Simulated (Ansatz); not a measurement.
**Effect of biaxial strain −0.60 %, plane normal [001], relaxed out of plane on hypothetical rock salt BeTe**

Take BeTe in the rock salt structure (space group Fm-3m, No. 225; a = 5.302 Å; a hypothetical phase, not in the database extracts checked) as the base. Axes: x, y, z lie along the cube axes.

The change: compressive biaxial strain of 0.60 % in the plane normal to [001], as in epitaxy on a mismatched substrate; the out-of-plane cell vector and the atoms relax.

Level of theory: PBEsol/PAW in Ansatz (a first-principles code), spin-orbit coupling left out. k-mesh 15×15×15 (Γ-centred); smearing 0.05 eV (Fermi–Dirac).

| quantity | base | changed | shift |
|---|---|---|---|
| volume per atom | 18.63 Å³ | 18.48 Å³ | -0.15 Å³ |
| space group | Fm-3m (No. 225) | I4/mmm (No. 139) | – |
| energy relative to the base (free energy F) | 0 meV/atom | +0.6 meV/atom | +0.6 meV/atom |
| pressure (mean of the normal stresses, compression positive) | 0.0 GPa | 0.6 GPa | +0.6 GPa |
| band gap | zero | zero | – |
| out-of-plane strain (rough) | – | +0.38 % | – |
| mean in-plane stress (compression positive) (rough) | – | +0.9 GPa | – |

Final structure (turned so that z lies along the plane normal):

```
CELL_PARAMETERS angstrom
      3.72648     0.00000     0.00000
      0.00000     3.72648     0.00000
      1.86324    -1.86324     2.66106
ATOMIC_POSITIONS crystal
  Te 0.00000 0.00000 0.00000
  Be 0.50000 0.50000 0.00000
```

Without a gap, meshes like the base's 15×15×15 leave anisotropic stresses uncertain by several tenths of a GPa, and small strain energies with them. Stability against distortions was not tested. The final runs are not spin-polarised.
